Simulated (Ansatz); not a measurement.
Structures of equal composition on the (0001) surface of hcp Ru: a layer of Co in place of the second plane; a layer of Co in place of the third plane. The slabs share one bottom face, and each structure is named by its start. These are constructed structures in small cells; real faces may alloy, dewet or reconstruct in larger ones, and not all known structures of the face are among them. Slabs of about 11 Å, Fermi-Dirac smearing of 0.1 eV. Bottom of the slabs: a bare face, its two planes held. Relaxed from the named starts with such symmetry as they have, on meshes of like density; energies extrapolated to zero smearing; spin only where a row says so; no spin-orbit coupling, no U. Brackets mark spin-polarised runs, whose order is one that fits the cell.

These are PBE (plane waves to 420 eV, PAW; Ansatz, a quantum-chemistry and plane-wave program) values and carry that method's errors.

Problem. Put the candidates in order of energy per 1x1 cell, lowest first, for PBE.

Solution. a layer of Co in place of the third plane (0.000 eV [spin, 1.3 μB a cell]), a layer of Co in place of the second plane (0.092 eV [spin, 1.8 μB a cell])
